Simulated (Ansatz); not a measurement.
# Cu₃Au in the Cu3Au type structure (space group Pm-3m, No. 221)

Cu₃Au has the cubic space group Pm-3m (No. 221), the Cu3Au type structure, Pearson symbol cP4. Cell: a = 3.7805 Å, b = 3.7805 Å, c = 3.7805 Å, α = 90.00°, β = 90.00°, γ = 90.00°. Cu on 3c has 8 Cu at 2.673 Å and 4 Au at 2.673 Å (cuboctahedral). Au on 1a is surrounded by 12 Cu at 2.673 Å (cuboctahedral). (Neighbours: up to the widest gap in distance over summed covalent radii, below 1.35, at either atom.)

Level of theory: Ansatz (a program for electronic structure), PBE, PAW, cutoff 420 eV, no spin-orbit coupling. Γ-centred 12×12×12 mesh, Fermi–Dirac width 0.05 eV.

| Item | Value |
|---|---|
| Volume per atom | 13.51 Å³ |
| Density | 11.91 g/cm³ |
| Band gap | zero |
| Total energy | -8256.253 eV/atom (σ→0; compares only within this code and set-up) |

Whether these cells are dynamically stable was not tested. All final runs are without spin polarisation.
